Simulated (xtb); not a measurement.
xtb 6.7.1, GFN2-xTB: CO[Si](C)(OC)O[SiH2]O[SiH](Cl)Cl, 24 atoms. The geometry is a generated start, not checked to be a minimum at this level.

| Property | Result |
|---|---|
| method | GFN2-xTB |
| --acc | 1 (default) |
| --etemp (K) | 300 (default) |
| detailed input (--input) | none: ANC optimiser, Lindh (1995) Hessian, microcycle=20, maxdispl=1.0, hlow=0.01 (default) |
| basis functions | 90 |
| valence electrons | 74 |

```xyz
24

Si     3.5804     0.0432     0.1615
Cl     2.7317     0.7237    -1.5099
Cl     5.1875    -1.0561    -0.3097
O      2.6182    -0.9228     1.0020
Si     1.2558    -1.7750     1.2758
O      0.0749    -1.2704     0.3089
Si    -0.7688     0.0233    -0.2106
C     -0.8762    -0.1038    -2.1029
O     -2.2263     0.0387     0.5195
C     -3.1613    -1.0055     0.5731
O      0.0204     1.3250     0.3415
C     -0.4005     2.6618     0.2842
H      3.9325     1.1364     1.0475
H      0.9828    -1.5195     2.6807
H      1.4841    -3.1402     0.8352
H     -1.2020    -1.0903    -2.4210
H      0.0851     0.0877    -2.5701
H     -1.5841     0.6184    -2.5032
H     -3.8491    -0.7922     1.3918
H     -2.6637    -1.9584     0.7518
H     -3.7190    -1.0616    -0.3638
H     -1.3931     2.7709     0.7208
H      0.3174     3.2579     0.8474
H     -0.4266     3.0086    -0.7505
```

The structure is relaxed from this start with --opt LEVEL for the levels crude, sloppy, loose, lax, normal, tight, vtight, extreme, once each. Up to the end of the extreme run atoms move by at most 1.3 Å along an axis.

Question: Which level is enough to come within 20 meV of the tightest end point?

Answer: lax: 22 cycles against 64, ending 2.3 meV above.

| level | cycles | energy above the extreme run (meV) | gradient norm (eV/Å) |
|---|---|---|---|
| crude | 1 | 61 | 0.15 |
| sloppy | 1 | 61 | 0.15 |
| loose | 1 | 61 | 0.15 |
| lax | 22 | 2.3 | 0.060 |
| normal | 26 | 1.4 | 0.034 |
| tight | 37 | 0.49 | 0.035 |
| vtight | 58 | 0.013 | 0.0025 |
| extreme | 64 | — | 0.0011 |
